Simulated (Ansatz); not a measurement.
**Worked example: self-consistent single point of Rb₂Hg₃Se₄ (Ibam, 18 atoms in the cell) in Ansatz (an electronic-structure program)**

Method: PBEsol, default PAW files made with PBE (plane waves; Ansatz).

Input as run:

Ansatz 0.2 input:
```yaml
crystal:
  lattice:
    - [-3.256004, 5.897971, 7.332514]
    - [3.256004, -5.897971, 7.332514]
    - [3.256004, 5.897971, -7.332514]
  atoms:
    - { symbol: Hg, position: [0.750000, 0.250000, 0.500000] }
    - { symbol: Hg, position: [0.250000, 0.750000, 0.500000] }
    - { symbol: Hg, position: [0.414870, 0.250000, 0.164870] }
    - { symbol: Hg, position: [0.085130, 0.250000, 0.835130] }
    - { symbol: Hg, position: [0.585130, 0.750000, 0.835130] }
    - { symbol: Hg, position: [0.914870, 0.750000, 0.164870] }
    - { symbol: Se, position: [0.734060, 0.588530, 0.592510] }
    - { symbol: Se, position: [0.996020, 0.141550, 0.407490] }
    - { symbol: Se, position: [0.765940, 0.358450, 0.854470] }
    - { symbol: Se, position: [0.503980, 0.911470, 0.145530] }
    - { symbol: Se, position: [0.265940, 0.411470, 0.407490] }
    - { symbol: Se, position: [0.003980, 0.858450, 0.592510] }
    - { symbol: Se, position: [0.234060, 0.641550, 0.145530] }
    - { symbol: Se, position: [0.496020, 0.088530, 0.854470] }
    - { symbol: Rb, position: [0.620220, 0.730500, 0.350720] }
    - { symbol: Rb, position: [0.379780, 0.269500, 0.649280] }
    - { symbol: Rb, position: [0.879780, 0.230500, 0.110280] }
    - { symbol: Rb, position: [0.120220, 0.769500, 0.889720] }
kpoints:
  mp_grid: { grid: [3, 3, 3] }
hamiltonian:
  xc: pbesol
  pseudopotentials: { kind: paw }
scf:
  occupations: { method: cold, width: 0.05 }
output:
  forces: true
  eigenvalues: true
  stress: true
```

Log, with long lists cut:

```
WARN basis.ecutwfc = 420 eV, the default
WARN ansatz: RAYON_NUM_THREADS=1 ignored (pool sized by the plan → 1); use --threads N
Pseudopotentials: kind: paw
Pseudopotential: Hg, paw, valence charge 20
Pseudopotential: Se, paw, valence charge 16
Pseudopotential: Rb, paw, valence charge 9
Crystal: 18 atoms, lattice volume = 563.249 Å³
Basis set: ecut = 420 eV, 11045 PW (Γ), exchange–correlation on 144×144×144 points (8 copies of the dense FFT grid, shifted against one another)
Bands: 171, of which v1, the nominal top of the filled ones, is band 142 counted from 1 (141 counted from 0)
Symmetry: 8 space group operations
Space group: Ibam (ITA 72), of the structure as read, at distance tolerance 8.3e-5 Å
k-points: 8 of 27
PAW frozen core: Hg, regenerated for the run's functional, and the local potential with it
PAW frozen core: Se, regenerated for the run's functional, and the local potential with it
PAW frozen core: Rb, regenerated for the run's functional, and the local potential with it
Initial density: superposition of atomic densities (neutral atoms: chi_scale 0, normalization atom), corrected by the library's trained network
Initial wavefunctions: pseudopotential atomic-orbital guess
Eigensolver: davidson
Functional: x = pbesol(κ = 0.804, μ = 0.12345679012345678), c = pbesol(β = 0.046)
SCF iter   1: F=—  HF=-138280.126349 eV  |F-HF|=—  |Δ(HF+E_count)|=         —  Δρ=2.31e-3  dr2=4.13e-2  ethr=1.77e-3  ⟨swp⟩=6.0  Hψ=4829  notcnv=0  defer=72
all-band conjugate gradients solve this SCF's bands
preconditioner: auto → Resta (q_TF=auto, 2.434 Å⁻¹)
SCF iter   2: F=—  HF=-138280.128421 eV  |F-HF|=—  |Δ(HF+E_count)|=   2.07e-3  S|Δr|=    0.00e0  Δρ=1.19e-3  dr2=9.37e-3  ethr=1.45e-5  ⟨swp⟩=3.0  Hψ=2511  notcnv=0  defer=115
SCF iter   3: F=—  HF=-138280.128166 eV  |F-HF|=—  |Δ(HF+E_count)|=   2.54e-4  S|Δr|=    0.00e0  Δρ=3.83e-4  dr2=1.17e-3  ethr=3.30e-6  ⟨swp⟩=2.0  Hψ=1767  notcnv=0  defer=115
SCF iter   4: F=—  HF=-138280.128483 eV  |F-HF|=—  |Δ(HF+E_count)|=   3.17e-4  S|Δr|=    0.00e0  Δρ=1.28e-4  dr2=1.39e-4  ethr=4.12e-7  ⟨swp⟩=2.0  Hψ=1785  notcnv=0  defer=115
SCF iter   5: F=—  HF=-138280.128607 eV  |F-HF|=—  |Δ(HF+E_count)|=   1.25e-4  S|Δr|=    0.00e0  Δρ=4.07e-5  dr2=1.39e-5  ethr=4.88e-8  ⟨swp⟩=2.0  Hψ=1752  notcnv=0  defer=115
SCF iter   6: F=—  HF=-138280.128933 eV  |F-HF|=—  |Δ(HF+E_count)|=   3.26e-4  S|Δr|=    0.00e0  Δρ=1.45e-5  dr2=1.77e-6  ethr=4.91e-9  ⟨swp⟩=2.0  Hψ=2185  notcnv=0  defer=115
SCF iter   7: F=—  HF=-138280.128935 eV  |F-HF|=—  |Δ(HF+E_count)|=   1.50e-6  S|Δr|=    0.00e0  Δρ=3.72e-6  dr2=1.15e-7  ethr=6.22e-10  ⟨swp⟩=2.0  Hψ=1785  notcnv=0  defer=115
SCF iter   8: F=-138280.128935 eV  HF=-138280.128935 eV  |F-HF|=2.97e-9  |Δ(HF+E_count)|=   9.21e-8  S|Δr|=    0.00e0  Δρ=1.14e-6  dr2=9.31e-9  ethr=3.52e-11  ⟨swp⟩=11.9  Hψ=6776  notcnv=0
SCF 1 converged in 8 iterations: F = -138280.128935 eV  dr2 = 9.31e-9
SCF converged after 8 iterations
Stability not checked (fill_not_monotonic)
Free energy (F): -138280.128935 eV
Harris-Foulkes:  -138280.128935 eV  (|F-HF|=2.97e-9)
Internal energy: -138280.128935 eV  (E = F + TS)
E sigma→0 (E₀):  -138280.128935 eV
Fermi energy:    7.266049 eV
Step filling:    the computed levels leave a gap of 1.0382 eV = 20.8 smearing widths
--- Per-component energies (eV) ---
  E_band       = -6540.493045
  E_kinetic    = 5335.534993
  E_local      = -48189.828360  (includes V_loc(G=0)·N_el)
  E_nonlocal   = -3582.785079
  E_hartree    = 21930.876393
  E_xc         = -2652.971034
  E_vxc        = -2894.083489  (∫ρ·V_xc dr)
  E_paw        = -84023.696121  (= ΣΔE_a)
  E_vpaw       = -1071.085495  (= ΣTr[D̂ρ^β])
  E_aug_tail   = 0.000597  (compensation charges beyond the density's cutoff)
  E_ewald      = -27107.794518
  E_core_change = 10.534194  (= ΣΔE_core)
  E_smearing   = 0.000000  (= −TS)
  E_closure    = -0.000000  (closes the sum)
  Σ components = -138280.128935   (vs F -138280.128935, Δ=0.00e0)
--- Forces (eV/Å), atoms counted from 1 ---
  atom   1  Hg     0.00000000     0.00000000     0.00000000
  atom   2  Hg    -0.00000000    -0.00000000    -0.00000000
  atom   3  Hg     0.00000000     0.00331656     0.00000000
  atom   4  Hg     0.00000000    -0.00331656    -0.00000000
  atom   5  Hg     0.00000000    -0.00331656    -0.00000000
  atom   6  Hg     0.00000000     0.00331656     0.00000000
  atom   7  Se     0.03642321    -0.03074228    -0.15484961
  atom   8  Se    -0.03642321     0.03074228    -0.15484961
  atom   9  Se     0.03642321     0.03074228     0.15484961
  atom  10  Se    -0.03642321    -0.03074228     0.15484961
  atom  11  Se    -0.03642321     0.03074228     0.15484961
  atom  12  Se     0.03642321    -0.03074228     0.15484961
  atom  13  Se    -0.03642321    -0.03074228    -0.15484961
  atom  14  Se     0.03642321     0.03074228    -0.15484961
  atom  15  Rb    -0.02412701     0.00051674    -0.00000000
  atom  16  Rb     0.02412701    -0.00051674     0.00000000
  atom  17  Rb    -0.02412701    -0.00051674     0.00000000
  atom  18  Rb     0.02412701     0.00051674     0.00000000
  max |Σ_I F_I| component: 1.04e-17 eV/Å
--- Stress (GPa, compression-positive) ---
       -0.924181       0.000000       0.000000
        0.000000      -0.891324      -0.000000
        0.000000      -0.000000      -1.388710
  P = ⅓ Tr σ = -1.0681 GPa (-10.681 kbar)
  The stress holds the Pulay correction. Without it, at fixed plane waves, as pw.x and ABINIT print it: P = -1.0851 GPa
--- Band table (eV; the first three rows and the last of 8) ---
  k-point 0: bands = ["-107.5074", "-107.5074", "-107.5074", "-107.5074", "-107.1404", "-107.1404", "-56.0114", "-56.0114", "-56.0109", "-56.0109", "-55.8704", "-55.8704", "-55.8700", "-55.8700", "-55.8381", "-55.8378", "-55.8376", "-55.8373", [...]
  k-point 1: bands = ["-107.5074", "-107.5074", "-107.5074", "-107.5074", "-107.1404", "-107.1404", "-56.0112", "-56.0112", "-56.0110", "-56.0110", "-55.8703", "-55.8703", "-55.8701", "-55.8701", "-55.8380", "-55.8379", "-55.8375", "-55.8374", [...]
  k-point 2: bands = ["-107.5074", "-107.5074", "-107.5074", "-107.5074", "-107.1404", "-107.1404", "-56.0112", "-56.0112", "-56.0110", "-56.0110", "-55.8703", "-55.8703", "-55.8701", "-55.8701", "-55.8380", "-55.8379", "-55.8376", "-55.8374", [...]
  k-point 7: bands = ["-107.5074", "-107.5074", "-107.5074", "-107.5074", "-107.1404", "-107.1404", "-56.0112", "-56.0112", "-56.0110", "-56.0110", "-55.8703", "-55.8703", "-55.8701", "-55.8701", "-55.8380", "-55.8379", "-55.8376", "-55.8374", [...]
```

The run converged in 8 iterations.

The starting cell comes from a database of published, mostly measured structures (it also holds non-ambient and calculated ones), without a prior relaxation at this level. Its lattice was rescaled by a random factor within 2.5 % of one. Spin-orbit coupling is off. Ansatz's pressure includes its estimate of the finite-basis (Pulay) stress.

Cost on one core of a shared machine: roughly 70 s.
